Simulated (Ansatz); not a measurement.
Defect: interstitial Zn in anatase TiO2, charge state +2. Computed with PBE, PAW (plane waves to 420 eV; Ansatz, an electronic-structure program).

108-site cell at the relaxed PBE lattice, the Γ point alone, smearing 0.01 eV, spin-restricted, no finite-size correction. Static, classical nuclei. The charge state is imposed; whether it is stable for some Fermi level was not computed. Sites that were not tried may lie lower.

Barriers: single points on a 2×2×2 k-point mesh shifted by half a step at the bands' geometries.

The step: a direct jump of one Zn atom. Atoms about the jump, Cartesian Å from the middle of the jump, before and after:

```
atom     x0     y0     z0     x1     y1     z1
----  -----  -----  -----  -----  -----  -----
Zn1    0.00   0.95  -1.21   0.00  -0.95   1.21
O2     0.00   0.95   1.60   0.00   0.96   1.61
O3     0.00  -0.96  -1.61   0.00  -0.95  -1.60
O4    -1.93  -0.95   0.78  -1.91  -0.95   0.81
O5     1.91   0.95  -0.81   1.93   0.95  -0.78
O6     1.93  -0.95   0.78   1.91  -0.95   0.81
O7    -1.91   0.95  -0.81  -1.93   0.95  -0.78
Ti8   -2.01  -1.06  -1.21  -1.94  -0.95  -1.25
Ti9   -1.94   0.95   1.25  -2.01   1.06   1.21
Ti10   2.01  -1.06  -1.21   1.94  -0.95  -1.25
Ti11   1.94   0.95   1.25   2.01   1.06   1.21
O12    0.00  -2.84   1.63   0.00  -2.86   1.61
O13    0.00   2.86  -1.61   0.00   2.84  -1.63
O14   -1.91  -2.87  -0.80  -1.93  -2.85  -0.78
O15    1.91  -2.87  -0.80   1.93  -2.85  -0.78
O16   -1.93   2.85   0.78  -1.91   2.87   0.80
O17    1.93   2.85   0.78   1.91   2.87   0.80
```

Task: Give the saddle-point geometry and the barrier.

Result: 
| atom | x | y | z |
|---|---|---|---|
| Zn1 | 0.00 | 0.00 | -0.01 |
| O2 | 0.00 | 1.03 | 1.65 |
| O3 | 0.00 | -1.03 | -1.66 |
| O4 | -1.79 | -0.93 | 0.77 |
| O5 | 1.79 | 0.93 | -0.78 |
| O6 | 1.80 | -0.93 | 0.77 |
| O7 | -1.79 | 0.93 | -0.78 |
| Ti8 | -2.04 | -1.06 | -1.32 |
| Ti9 | -2.04 | 1.06 | 1.31 |
| Ti10 | 2.05 | -1.06 | -1.32 |
| Ti11 | 2.05 | 1.06 | 1.31 |
| O12 | 0.00 | -2.86 | 1.61 |
| O13 | 0.00 | 2.86 | -1.63 |
| O14 | -1.98 | -2.85 | -0.82 |
| O15 | 1.98 | -2.85 | -0.82 |
| O16 | -1.98 | 2.85 | 0.80 |
| O17 | 1.98 | 2.85 | 0.80 |
It lies 0.56 eV above the start and 0.56 eV above the end. The saddle point's order was not checked, and it lies on a symmetry element of the cell, where a band can be held.
